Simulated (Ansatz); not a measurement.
A self-consistent single point of HgPt3 (Cmm2, 4 atoms in the cell) with Ansatz (a first-principles code).

Method of the run: PBEsol, default PAW files made with PBE (plane waves; Ansatz).

```
CELL_PARAMETERS angstrom
      2.90564    -3.96068     0.00000
      2.90564     3.96068     0.00000
      0.00000     0.00000     2.89696
ATOMIC_POSITIONS crystal
  Hg 0.00000 0.00000 0.01726
  Pt 0.50000 0.50000 0.00000
  Pt 0.00000 0.50000 0.50000
  Pt 0.50000 0.00000 0.50000
```

Reference input (self-consistent single point, DFT, PBEsol, plane waves, default PAW files made with PBE): basis.ecutwfc = 420 eV; kpoints.mp_grid.grid = 6 6 9; hamiltonian.xc = pbesol; hamiltonian.pseudopotentials = {kind: paw} (the program's default PAW files); scf.occupations.method = fermi_dirac; scf.occupations.width = 0.1 eV. This run's input differs from it in these lines:

Ansatz 0.2 input:
```diff
@@ -12,3 +12,3 @@
 basis:
-  ecutwfc: 420.0 eV
+  ecutwfc: 295.0 eV
 kpoints:
```

The program printed (abridged):

```
SCF iter   1: F=—  HF=-50818.776268 eV  |F-HF|=—  |Δ(HF+E_count)|=         —  Δρ=1.35e-2  dr2=8.18e-2  ethr=1.77e-3  ⟨swp⟩=5.7  Hψ=9420  notcnv=0  defer=37
all-band conjugate gradients solve this SCF's bands
preconditioner: auto → Kerker (q_TF=auto, 2.776 Å⁻¹)
SCF iter   2: F=—  HF=-50818.758426 eV  |F-HF|=—  |Δ(HF+E_count)|=   1.78e-2  Δρ=6.08e-3  dr2=1.62e-2  ethr=1.10e-4  ⟨swp⟩=2.0  Hψ=4835  notcnv=0  defer=53
   [... lines left out ...]
SCF iter   4: F=—  HF=-50818.754901 eV  |F-HF|=—  |Δ(HF+E_count)|=   5.76e-5  Δρ=1.64e-4  dr2=5.70e-5  ethr=5.48e-7  ⟨swp⟩=2.3  Hψ=5005  notcnv=0  defer=53
SCF iter   5: F=—  HF=-50818.754933 eV  |F-HF|=—  |Δ(HF+E_count)|=   3.18e-5  Δρ=5.90e-5  dr2=5.95e-6  ethr=7.70e-8  ⟨swp⟩=1.1  Hψ=2840  notcnv=0  defer=53
SCF iter   6: F=—  HF=-50818.754932 eV  |F-HF|=—  |Δ(HF+E_count)|=   1.25e-6  Δρ=1.20e-5  dr2=1.37e-7  ethr=8.05e-9  ⟨swp⟩=2.4  Hψ=4334  notcnv=0  defer=53
SCF iter   7: F=-50818.754932 eV  HF=-50818.754932 eV  |F-HF|=6.85e-9  |Δ(HF+E_count)|=   1.54e-8  Δρ=3.54e-6  dr2=1.23e-8  ethr=1.35e-10  ⟨swp⟩=7.6  Hψ=10036  notcnv=0
SCF 1 converged in 7 iterations: F = -50818.754932 eV  dr2 = 1.23e-8
Free energy (F): -50818.754932 eV
Internal energy: -50818.639829 eV  (E = F + TS)
E sigma→0 (E₀):  -50818.697381 eV
Entropy (-TS):   -0.115103 eV (-28.776 meV/atom)
Fermi energy:    20.797944 eV
--- Forces (eV/Å), atoms counted from 1 ---
  atom   1  Hg     0.00000000     0.00000000    -0.19180301
  atom   2  Pt     0.00000000     0.00000000    -0.01734380
  atom   3  Pt     0.00000000    -0.00000000     0.10457276
  atom   4  Pt     0.00000000     0.00000000     0.10457276
--- Stress (GPa, compression-positive) ---
       -7.744647       0.000000       0.000000
        0.000000      -8.424872       0.000000
        0.000000       0.000000      -9.981899
  P = ⅓ Tr σ = -8.7171 GPa (-87.171 kbar)
  The stress holds the Pulay correction. Without it, at fixed plane waves, as pw.x and ABINIT print it: P = -25.5422 GPa
```

The run converged in 7 iterations. Against the reference run the free energy rises by 175 meV/atom, the pressure goes from -8.27 to -8.72 GPa and the largest force goes from 0.175 to 0.192 eV/Å.

The starting cell comes from a database of computed structures (which also holds hypothetical and non-ambient phases and stackings), without a prior relaxation at this level. Its lattice was rescaled by up to half a per cent. One atom was moved a little off its site on purpose. Spin polarisation is off. Ansatz's pressure includes its estimate of the finite-basis (Pulay) stress. Without the estimate this run gives -25.54 GPa. The cutoff lies below the one recommended for these files.
